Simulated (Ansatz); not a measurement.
## hypothetical zinc blende YP with two functionals, biaxial strain +0.30 %, plane normal [110], relaxed out of plane

The parent structure is YP in the zinc blende structure (space group F-43m, No. 216; a = 6.2898 Å; a hypothetical phase, not in the database extracts checked). Axes: x, y, z lie along the cube axes.

(Cell as relaxed with PBE.)

Levels (all Ansatz, a program for electronic structure, PAW): PBE (420 eV, no SOC); r2SCAN (500 eV, without spin-orbit coupling).

Each level relaxes its own structure.

| base | PBE | r2SCAN |
|---|---|---|
| volume per atom | 31.10 Å³ | 31.09 Å³ |
| lattice parameter a | 6.290 Å | 6.289 Å |
| band gap | 1.64 eV | 1.94 eV |

Modification: tensile biaxial strain of 0.30 % in the plane normal to [110], as in epitaxy on a mismatched substrate; the out-of-plane cell vector and the atoms relax.

```csv
quantity,PBE,r2SCAN
"pressure (mean of the normal stresses, compression positive)",-1.1 kbar,?
energy relative to the base (free energy F),+0.1 meV/atom,?
band gap,1.61 eV,?
```

Task: Predict the r2SCAN column.

Result: 
- pressure (mean of the normal stresses, compression positive), r2SCAN: -1.2 kbar
- energy relative to the base (free energy F), r2SCAN: +0.1 meV/atom
- band gap, r2SCAN: 1.91 eV

PBE's band gap lies 0.30 eV below r2SCAN's; the two agree on the energy relative to the base. Neither level is exact; r2SCAN is the comparison here, not a measurement.

A biaxial case was relaxed in a doubled cell and then solved in the primitive one. Whether these cells are dynamically stable was not tested.
